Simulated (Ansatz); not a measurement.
**A computed series for ZnSe: response to strain**

The reference is ZnSe in the zinc blende structure (space group F-43m, No. 216; a = 5.568 Å). Axes: x, y, z lie along the cube axes.

Strains are applied to the cell and any free atomic positions relax; under biaxial strain the out-of-plane vector relaxes too.

Level of theory: Ansatz (a first-principles code) LDA, no spin-orbit coupling.

Notes on the quantities. in-plane stress: mean in-plane stress (compression positive); energy relative to the base: free energy F.

```tsv
case	band gap	in-plane stress	energy relative to the base	ratio −ε⊥/ε∥
base	1.25 eV	–	0 meV/atom	–
biaxial strain −3.00 %, plane normal [001], relaxed out of plane	1.25 eV	+2.8 GPa	+11 meV/atom	1.18
biaxial strain −2.50 %, plane normal [001], relaxed out of plane	1.25 eV	+2.3 GPa	+7.6 meV/atom	1.18
biaxial strain −2.00 %, plane normal [001], relaxed out of plane	1.25 eV	+1.8 GPa	+4.8 meV/atom	1.18
biaxial strain −1.00 %, plane normal [001], relaxed out of plane	1.25 eV	+0.9 GPa	+1.2 meV/atom	1.19
biaxial strain −0.50 %, plane normal [001], relaxed out of plane	1.25 eV	+0.4 GPa	+0.3 meV/atom	–
biaxial strain +0.50 %, plane normal [001], relaxed out of plane	1.21 eV	-0.4 GPa	+0.3 meV/atom	–
biaxial strain +2.00 %, plane normal [001], relaxed out of plane	1.08 eV	-1.6 GPa	+4.4 meV/atom	1.23
biaxial strain +2.50 %, plane normal [001], relaxed out of plane	1.04 eV	-2.0 GPa	+6.8 meV/atom	1.23
biaxial strain +3.00 %, plane normal [001], relaxed out of plane	1.00 eV	-2.3 GPa	+9.7 meV/atom	1.24
```

No phonon test of stability was made.
